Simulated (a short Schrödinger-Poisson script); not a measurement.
# MOS inversion layer, HfO2 on p-type Si(110)

Stack: MOS inversion layer, HfO2 on p-type Si(110), at 400 K.

```tsv
layer	material	thickness (nm)	Na (cm⁻³)
1	HfO2	11.8	-
2	Si	280	2.3e18
```

Constants are typed, rounded textbook-type inputs, not results; the design itself was drawn at random and stands for no fabricated device. HfO2: permittivity 22, conduction-band edge (eV) 1.55, gap (eV) 5.7, electron mass (mₑ) 0.2. Si: permittivity 11.7, conduction-band edge (eV) 0, gap (eV) 1.124, Nv at 300 K (cm⁻³) 3.1e19.

Channel valleys (confinement mass, in-plane density-of-states mass, number): Δ4 0.315, 0.324, 4; Δ2 0.19, 0.417, 2. At the gate the conduction-band edge of layer 1 lies 1.62 eV − eVg above the Fermi level of the channel; the field vanishes at the back. Gaps are held at their typed values at every temperature. Mesh 0.03 nm at interfaces.

Solved with a short Schrödinger-Poisson script written for these runs: 1D Poisson equation in equilibrium, electrons quantum, Hartree (BenDaniel-Duke, 12 states a valley, the channel's in-plane mass for all, wave functions ending at the dielectric), parabolic valleys, classical holes, full ionisation, no traps, pinning or gate leakage.

```csv
Vg (V),electrons (cm⁻²),C (μF/cm²),Δ4 E0 (meV),Δ4 E1 (meV),Δ2 E0 (meV),Δ2 E1 (meV)
0.1,2.06e6,0.419,561.1,684.1,592.2,733.3
0.2,1.43e7,0.401,493.8,623.2,526.4,675.4
0.3,1.04e8,0.386,425.0,560.3,459.0,615.3
0.4,7.88e8,0.373,354.9,495.8,390.3,553.4
0.5,6.11e9,0.373,284.0,430.2,320.6,490.1
0.6,4.50e10,0.448,214.8,366.0,252.7,428.1
0.7,2.34e11,0.712,157.6,313.2,196.7,377.0
0.8,6.70e11,0.973,120.8,280.2,161.2,345.3
0.9,1.27e12,1.11,98.0,260.9,139.7,326.9
1,1.96e12,1.19,82.4,248.5,125.4,315.2
1.1,2.70e12,1.24,70.6,239.8,114.9,307.2
1.2,3.47e12,1.27,61.2,233.4,106.8,301.3
1.3,4.26e12,1.29,53.4,228.5,100.3,296.8
1.4,5.07e12,1.31,46.6,-,94.8,-
1.5,5.88e12,1.32,40.7,-,90.1,-
1.6,6.71e12,1.33,-,-,-,-
1.7,7.54e12,1.34,-,-,-,-
1.8,8.38e12,1.35,-,-,-,-
1.9,9.23e12,1.36,-,-,-,-
2,1.01e13,1.37,-,-,-,-
2.1,1.09e13,1.37,-,-,-,-
```

Subbands count from the Fermi level; a dash marks a level above the dielectric's band edge.
